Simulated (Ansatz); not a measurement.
# Response to strain in SrVO3

Take SrVO₃ in the cubic perovskite structure (space group Pm-3m, No. 221; a = 3.8094 Å) as the base. Axes: x, y, z lie along the cube axes.

Strains are applied to the cell and any free atomic positions relax; under biaxial strain the out-of-plane vector relaxes too; under stress the whole cell relaxes.

Computed with PBEsol in Ansatz (plane waves to 420 eV, PAW, scalar-relativistic without spin-orbit coupling).

Notes on the quantities. energy relative to the base: free energy F; pressure: mean of the normal stresses, compression positive.

| case | energy relative to the base | volume per atom | pressure |
|---|---|---|---|
| base | 0 meV/atom | 11.06 Å³ | 0.0 GPa |
| biaxial strain +0.38 %, plane normal [001], relaxed out of plane | +0.4 meV/atom | 11.11 Å³ | -1.0 GPa |
| isotropic strain −4.45 % | +144 meV/atom | 9.64 Å³ | 36.9 GPa |
| isotropic strain +1.04 % | +6.5 meV/atom | 11.40 Å³ | -5.8 GPa |
| uniaxial strain ε_xx = −4.35 % | +28 meV/atom | 10.57 Å³ | 10.5 GPa |
| uniaxial strain ε_yy = +5.10 % | +27 meV/atom | 11.62 Å³ | -8.3 GPa |
| uniaxial stress, 0.5 GPa compression along x | 0.0 meV/atom | 11.05 Å³ | – |
| tensor shear ε_yz = −3.82 % | +25 meV/atom | 11.04 Å³ | 0.6 GPa |

Without a gap, meshes like the base's 12×12×12 leave anisotropic stresses uncertain by several tenths of a GPa, and small strain energies with them. Beyond what the load breaks, stability against distortions was not tested. Seeded moments were not kept for the base. No Hubbard U is applied, and correlation can decide whether such a compound is a metal. The final runs are not spin-polarised. An odd electron count without spin: SrVO3.

Ansatz is an electronic-structure program.
